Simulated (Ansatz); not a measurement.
Consider O-vacancy pair (O on one host N site, one N site vacant) in zinc-blende BN, charge state +2. All values below come from PBE, PAW (plane waves to 420 eV; Ansatz, a program for electronic structure).

Cell of 64 host sites held at the relaxed PBE lattice; a 2×2×2 k-point mesh shifted by half a step; Fermi-Dirac width 0.01 eV, spin-restricted; finite-size errors left in. Energies are static. The charge state is imposed; whether it is stable for some Fermi level was not computed. Forms of the defect that were not tried may lie lower. The start lies 0.17 eV above the lowest site run (PBE).

Barriers: single points on a 3×3×3 k-point mesh shifted by half a step at the bands' geometries.

The step: direct exchange of O with the vacancy (O-vacancy distance between ideal sites 2.56 Å throughout). Atoms about the jump, Cartesian Å from the middle of the jump, before and after:

```
atom     x0     y0     z0     x1     y1     z1
----  -----  -----  -----  -----  -----  -----
O1     0.00  -0.88   0.88   0.00   0.88  -0.88
B2    -0.95   0.02  -0.02  -0.95  -0.02   0.02
B3     0.95   0.05   1.86   0.96   0.07   1.87
B4     0.95  -1.86  -0.05   0.96  -1.87  -0.07
B5     0.96  -0.07  -1.87   0.95  -0.05  -1.86
B6     0.96   1.87   0.07   0.95   1.86   0.05
N7     1.80   0.90   0.90   1.80   0.90   0.90
N8     1.80  -0.90  -0.90   1.80  -0.90  -0.90
N9    -1.79   0.90   0.89  -1.79   0.89   0.90
N10   -1.79  -0.89  -0.90  -1.79  -0.90  -0.89
B11    2.73   0.00   0.00   2.73   0.00   0.00
B12   -0.90   1.81   1.81  -0.90   1.81   1.81
B13   -0.90  -1.81  -1.81  -0.90  -1.81  -1.81
N14    0.00   0.90   2.71   0.00   0.90   2.71
N15    0.00  -2.71  -0.90   0.00  -2.71  -0.90
N16    0.00   2.71   0.90   0.00   2.71   0.90
N17    0.00  -0.90  -2.71   0.00  -0.90  -2.71
B18   -0.98   1.88  -1.88  -0.97   1.87  -1.87
B19   -0.97  -1.87   1.87  -0.98  -1.88   1.88
```

Q: Where do these atoms stand at the saddle point, and how high is it?

A: 
| atom | x | y | z |
|---|---|---|---|
| O1 | 0.12 | 0.00 | 0.00 |
| B2 | -1.21 | 0.01 | -0.01 |
| B3 | 1.00 | 0.11 | 1.88 |
| B4 | 1.00 | -1.88 | -0.11 |
| B5 | 1.00 | -0.11 | -1.89 |
| B6 | 1.00 | 1.89 | 0.11 |
| N7 | 1.89 | 0.94 | 0.94 |
| N8 | 1.89 | -0.94 | -0.94 |
| N9 | -1.88 | 0.92 | 0.92 |
| N10 | -1.88 | -0.92 | -0.92 |
| B11 | 2.75 | 0.00 | 0.00 |
| B12 | -0.91 | 1.81 | 1.80 |
| B13 | -0.91 | -1.80 | -1.81 |
| N14 | 0.00 | 0.90 | 2.70 |
| N15 | 0.00 | -2.70 | -0.90 |
| N16 | 0.00 | 2.70 | 0.90 |
| N17 | 0.00 | -0.90 | -2.70 |
| B18 | -0.97 | 1.90 | -1.90 |
| B19 | -0.97 | -1.89 | 1.89 |
It lies 5.73 eV above the start and 5.73 eV above the end. The check of the saddle point's order was inconclusive, and it lies on a symmetry element of the cell, where a band can be held.
